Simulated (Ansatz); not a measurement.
**What pressure 3 GPa does to TiO2**

Take TiO2 in the rutile structure (space group P4_2/mnm, No. 136; a = 4.5967 Å, c = 2.9537 Å) as the base.

Perturbation: a hydrostatic pressure of 3 GPa.

All numbers come from Kohn–Sham DFT with the r2SCAN functional, run in Ansatz (a program for electronic structure) with PAW and 500 eV plane waves, without spin-orbit coupling. Γ-centred 7×7×11 mesh, Fermi–Dirac width 0.05 eV.

```tsv
quantity	base	changed	shift
volume per atom	10.40 Å³	10.27 Å³	-0.13 Å³
density	4.25 g/cm³	4.30 g/cm³	+0.05 g/cm³
lattice parameter a	4.597 Å	4.573 Å	-0.0235 Å
shortest interatomic distance	1.948 Å	1.943 Å	-0.005 Å
band gap	2.22 eV	2.23 eV	+0.01 eV
gap character	direct at Γ	direct at Γ	–
width of the top valence band	1.66 eV	1.68 eV	+0.025 eV
electron mass	0.58 mₑ along c, 1.2 mₑ across (at Γ)	0.58 mₑ along c, 1.2 mₑ across (at Γ)	–
valence-band top at Γ (three highest levels, from the VBM)	0.00, -0.48, -0.48 eV	0.00, -0.49, -0.49 eV	–
```

Load acts through the strain it causes; cell and atoms are relaxed under it. Masses are band curvatures over ±0.01 Å⁻¹ around the edge. Whether these cells are dynamically stable was not tested. All final runs are without spin polarisation.
